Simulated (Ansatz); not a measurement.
Adsorption energy and surface dipole of O on the 1x1 (110) surface of zinc-blende GaAs (cut with top plane As + Ga), one in a 2x1 cell, started at the site 'top As', worked from the runs' numbers; total energies count from the potentials' own zero.

Host crystal: zinc-blende GaAs, with a band gap (PBE, scalar-relativistic without spin-orbit coupling).

Level of theory: PBE (plane waves to 420 eV, PAW; Ansatz, a first-principles code).

Model: 21-atom slab, 8.6 Å thick at the start under the adsorbate (thin: gaps and levels are the slab's own), 3x4x1 mesh, Fermi-Dirac 0.01 eV, dipole correction, 8 atoms held, the rest relaxed; held to the start's symmetry, so lower structures may exist; spin-polarised, no spin-orbit, no U, no dispersion correction. The starting moment vanished. At the end it is bonded to As. In PBE it is, or lies within 0.03 eV of, the lowest of the starts that converged.

| quantity | value |
|---|---|
| slab with the adsorbate | -86960.755 eV |
| clean slab, same cell and mesh | -86395.240 eV |
| reference, ½ O2(g) | -564.968 eV |
| area of the cell | 46.69 Å² |
| change of the step from the bottom to the top vacuum level | 1.085 eV |

Q: What is the adsorption energy against this reference?

A: E(slab + adsorbate) − E(slab) − E(reference) = -0.55 eV, so in this state the adsorbate is more stable than in the reference, at a coverage of 2.14 a nm².

Q: What dipole does adsorption add to the slab along the outward normal (Helmholtz relation, ε₀ = 0.005526 e/(V·Å))?

A: p = −ε₀·A·ΔV = -0.280 e·Å = -1.34 D; its negative end points to the vacuum, which raises the vacuum level.
